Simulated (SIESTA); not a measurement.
Band structure of Nb₃Ru (Fm-3m, 4 atoms in the cell).

```
CELL_PARAMETERS angstrom
      0.00000     3.23185     3.23185
      3.23185     0.00000     3.23185
      3.23185     3.23185     0.00000
ATOMIC_POSITIONS crystal
  Nb 0.25000 0.25000 0.25000
  Nb 0.75000 0.75000 0.75000
  Nb 0.50000 0.50000 0.50000
  Ru 0.00000 0.00000 0.00000
```

Method: GGA PBEsol, numerical atomic orbitals DZP, PseudoDojo PBEsol standard norm-conserving potentials (rewritten from UPF to PSML) run with SIESTA 5.4.2.

Settings: XC.functional = GGA; XC.authors = PBEsol; potentials = PseudoDojo PBEsol standard; PAO.BasisSize = DZP; PAO.EnergyShift = 0.01 Ry; MeshCutoff = 350 Ry; kgrid.MonkhorstPack = 9 9 9; OccupationFunction = MP; OccupationMPOrder = 0; ElectronicTemperature = 100 meV; MaxSCFIterations = 150; SCF.Mixer.Method = Pulay; SCF.Mixer.Weight = 0.25; SCF.Mixer.History = 6.

The starting cell comes from a database of computed structures (which also holds hypothetical and non-ambient phases and stackings), without a prior relaxation at this level. Spin polarisation is off. Values carry the incompleteness of an atom-centred basis.

Levels in eV from the Fermi level, bands 25 to 30:
```csv
point,25,26,27,28,29,30
Γ,-1.82,-0.44,-0.44,-0.44,0.80,0.80
X,-0.36,-0.36,0.30,0.49,0.49,1.16
W,-1.20,-0.65,-0.64,-0.64,0.49,1.18
K,-1.09,-0.62,-0.52,0.22,0.47,1.06
L,-2.23,-1.65,-1.59,-1.59,1.39,1.39
U,-1.09,-0.62,-0.52,0.22,0.47,1.06
```

Bands cross the Fermi level along this path, so the cell is metallic at this level.

Higher empty bands are left out: an atom-centred basis made for the valence describes them poorly.
